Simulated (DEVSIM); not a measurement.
System: abrupt Si p-n junction, at 350 K.

Layer 1 from the left is Si, thickness (μm) 6.20, Na (cm⁻³) 1.3e15, τn (s) 0.00081, τp (s) 0.00081. Layer 2 from the left is Si, thickness (μm) 14.0, Nd (cm⁻³) 3.6e17, τn (s) 0.00081, τp (s) 0.00081.

Left contact: ohmic. Right contact: ohmic. Voltage is applied to the left contact. Recombination: SRH at mid-gap. Mobility is constant in doping.

Constants are typed, rounded textbook-type inputs, not results; the design itself was drawn at random and stands for no fabricated device. Values at 300 K; Nc and Nv go as T^1.5, mobilities as T to minus their exponent, the gap by Varshni's rule with the affinity fixed.

Si: gap (eV) 1.124, affinity (eV) 4.05, permittivity 11.7, Nc (cm⁻³) 2.86e19, Nv (cm⁻³) 3.1e19, μn (cm²/Vs) 1417, μp (cm²/Vs) 470, T exponent of μn 2.3, T exponent of μp 2.2, Varshni α (eV/K) 0.000473, Varshni β (K) 636.

Simulated with DEVSIM: 1D drift-diffusion, Boltzmann statistics, complete ionisation; no tunnelling, impact ionisation, image-force lowering or self-heating.

Dark forward current:

```csv
|V| (V),|J| (A/cm²)
0.05,4.090e-6
0.10,2.538e-5
0.15,0.0001362
0.20,0.0007134
0.25,0.003716
0.30,0.01930
0.35,0.09979
0.40,0.5068
0.45,2.412
0.50,9.812
0.55,32.46
0.60,90.16
0.65,218.9
0.70,469.7
0.75,884.0
0.80,1462
0.85,2169
```

Task: Work out the local ideality factor n = ΔV / (kT/q · ln(J2/J1)) between the rows 0.15 and 0.20 V, 0.80 and 0.85 V.

Result: kT/q = 30.16 mV. From 0.15 to 0.20 V: ln(0.0007134/0.0001362) = 1.656, n = 1.00, near the 1 of diffusion or emission over a barrier. From 0.80 to 0.85 V: ln(2169/1462) = 0.394, n = 4.20.

Task: Estimate the current at 0.25 V from the Shockley equation with J0 = Σ q ni² D/(N L) coth(W/L), τ joining the SRH, radiative and Auger lifetimes that are on, and W taken as the whole layer.

Result: ni² = 1.43e23 cm⁻⁶; electrons in the p layer: μ = 994 cm²/Vs, D = 30.0 cm²/s, τ = 0.000810 s, L = 1560 μm, W/L = 0.0040, term 8.51e-7 A/cm²; holes in the n layer: μ = 335 cm²/Vs, D = 10.1 cm²/s, τ = 0.000810 s, L = 904 μm, W/L = 0.015, term 4.58e-10 A/cm². J0 = 8.51e-7 A/cm², and J = J0 exp(qV/kT) = 0.00339 A/cm². The simulation gives 0.00372 A/cm²; the estimate lies 8.8 % below. The estimate leaves out recombination in the depletion region and that region's share of W.
